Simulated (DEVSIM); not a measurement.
System: abrupt Si n-p junction, at 400 K.

Layer 1 from the left is Si, thickness (μm) 4.30, Nd (cm⁻³) 5.8e18, τn (s) 7.3e-6, τp (s) 7.3e-6. Layer 2 from the left is Si, thickness (μm) 0.630, Na (cm⁻³) 3.5e16, τn (s) 7.3e-6, τp (s) 7.3e-6.

Left contact: ohmic. Right contact: ohmic. Voltage is applied to the left contact. Recombination: SRH at mid-gap, Auger. Mobility is μmin + (μ − μmin)/(1 + (N/Nref)^α).

The device is made up for the run: typed textbook-type constants, with dimensions and the other settings drawn at random. Values at 300 K; Nc and Nv go as T^1.5, mobilities as T to minus their exponent, the gap by Varshni's rule with the affinity fixed.

Si: gap (eV) 1.124, affinity (eV) 4.05, permittivity 11.7, Nc (cm⁻³) 2.86e19, Nv (cm⁻³) 3.1e19, μn (cm²/Vs) 1417, μp (cm²/Vs) 470, μn,min 52, μp,min 45, Nref,n 9.7e16, Nref,p 2.2e17, αn 0.68, αp 0.72, T exponent of μn 2.3, T exponent of μp 2.2, Cn (cm⁶/s) 2.8e-31, Cp (cm⁶/s) 9.9e-32, Varshni α (eV/K) 0.000473, Varshni β (K) 636.

DEVSIM, 1D drift-diffusion, Boltzmann statistics, complete ionisation; no tunnelling, impact ionisation, image-force lowering or self-heating.

**Question.** What does the simulation give for the dark forward voltage at 100 A/cm², the potential step across the device at zero bias, the dark forward voltage at 1 A/cm²?

**Answer.** dark forward voltage at 100 A/cm² 0.505 V; potential step across the device at zero bias 0.778 V; dark forward voltage at 1 A/cm² 0.342 V.
